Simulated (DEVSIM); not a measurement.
System: illuminated Si n-on-p cell, one wavelength, at 400 K.

| layer (left to right) | material | thickness (μm) | Nd (cm⁻³) | Na (cm⁻³) | τn (s) | τp (s) | absorption coefficient (cm⁻¹) |
|---|---|---|---|---|---|---|---|
| 1 | Si | 0.550 | 5.5e17 | - | 1.2e-7 | 4.8e-8 | 510 |
| 2 | Si | 280 | - | 5.2e16 | 5.8e-7 | 5.8e-7 | 510 |

Left contact: ohmic, minority hole recombination velocity 8000 cm/s. Right contact: ohmic, minority electron recombination velocity 6e5 cm/s. Voltage is applied to the left contact. Recombination: SRH at mid-gap, radiative, Auger. Light enters at the left, 2e17 photons cm⁻² s⁻¹, one pass, no reflection. Mobility is constant in doping. Where it depends on doping, it is μmin + (μ − μmin)/(1 + (N/Nref)^α).

Constants are typed, rounded textbook-type inputs, not results; the design itself was drawn at random and stands for no fabricated device. Values at 300 K; Nc and Nv go as T^1.5, mobilities as T to minus their exponent, the gap by Varshni's rule with the affinity fixed. The table also holds parameters that only a changed run uses.

| parameter | Si |
|---|---|
| gap (eV) | 1.124 |
| affinity (eV) | 4.05 |
| permittivity | 11.7 |
| Nc (cm⁻³) | 2.86e19 |
| Nv (cm⁻³) | 3.1e19 |
| μn (cm²/Vs) | 1417 |
| μp (cm²/Vs) | 470 |
| μn,min | 52 |
| μp,min | 45 |
| Nref,n | 9.7e16 |
| Nref,p | 2.2e17 |
| αn | 0.68 |
| αp | 0.72 |
| T exponent of μn | 2.3 |
| T exponent of μp | 2.2 |
| B (cm³/s) | 4.7e-15 |
| Cn (cm⁶/s) | 2.8e-31 |
| Cp (cm⁶/s) | 9.9e-32 |
| Varshni α (eV/K) | 0.000473 |
| Varshni β (K) | 636 |

Model (solved in DEVSIM): 1D drift-diffusion, Boltzmann statistics, complete ionisation; no tunnelling, impact ionisation, image-force lowering or self-heating.

Base results: share of generated pairs collected at short circuit 0.672; fill factor 0.70; short-circuit current (mA/cm²) 21.5; largest power (mW/cm²) 5.30.

Q: What follows from this one change: recombination velocity at the left contact 8000 → 100000 cm/s?

A: share of generated pairs collected at short circuit 0.672 → 0.667; fill factor 0.70 → 0.69; short-circuit current 21.5 → 21.4 mA/cm²; largest power 5.30 → 4.92 mW/cm².

Q: What follows from this one change: doping-dependent mobility in place of the constant one?

A: share of generated pairs collected at short circuit 0.672 → 0.620; fill factor little changed (0.70); short-circuit current 21.5 → 19.9 mA/cm²; largest power 5.30 → 4.96 mW/cm².
